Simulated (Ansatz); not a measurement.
## SnO: pressure series

Consider SnO (space group P4/nmm, No. 129; a = 3.7701 Å, c = 4.5598 Å; layered, stacked along the Cartesian z axis).

Cell and atoms are relaxed at each pressure.

Computed with PBEsol-D3(BJ)/PAW in Ansatz (a first-principles code), scalar-relativistic without spin-orbit coupling.

| pressure (GPa) | volume per atom (Å³/atom) |
|---|---|
| -2 | 17.111 |
| -1 | 16.600 |
| 0 | 16.203 |
| 0.3 | 16.096 |
| 0.7 | ? |
| 1.5 | 15.716 |
| 3 | 15.342 |
| 7.5 | 14.539 |
| 10 | 14.189 |

Problem. Fit the third-order Birch–Murnaghan form P(V) = (3B₀/2)[(V₀/V)^(7/3) − (V₀/V)^(5/3)]·[1 + (3/4)(B₀′ − 4)((V₀/V)^(2/3) − 1)] (squares taken in P) to the rows shown and predict the withheld row.

Solution. Least squares on the printed values gives V₀ = 16.194 Å³/atom, B₀ = 45.3 GPa, B₀′ = 8.1; this predicts 15.960 Å³/atom, and the run gives 15.961 Å³/atom, in agreement.

Load acts through the strain it causes; cell and atoms are relaxed under it. Stability against distortions was not tested. Competing high-pressure phases were not computed. All final runs are without spin polarisation.
